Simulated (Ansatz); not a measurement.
Functionals compared on the (31-41) surface of hcp Ru in its 1x1 cell, outermost plane spacing 0.11 Å in the ideal cut, in Ansatz (plane waves, PAW). The structure was relaxed with PBE; the other rows are single points on it, each with its references at the same level. Cutoff 420 eV (500 eV for r2SCAN).

Set-up: 34 atoms, 10.4 Å thick at the start (thin: gaps and levels are the slab's own); mesh 8x5x1; 0.1 eV smearing; dipole correction on; all atoms relaxed; start symmetry kept, larger cells not searched; no spin, no spin-orbit, no U. These notes are the PBE run's.

```csv
functional,surface energy (J/m²),work function of the top face (eV),rough cost of the single point
PBE,3.25,4.52,–
LDA,(withheld),(withheld),very roughly 11 core-minutes
PBEsol,3.71,4.62,about 14 core-minutes (a rough figure)
RPBE,2.99,4.35,about 13 core-minutes (a rough figure)
r2SCAN,3.49,4.50,around 27 core-minutes (rough)
```

Q: What belongs in the gaps?

A: 
- LDA, surface energy (J/m²): 3.89
- LDA, work function of the top face (eV): 4.87

Ansatz is a program for electronic structure.
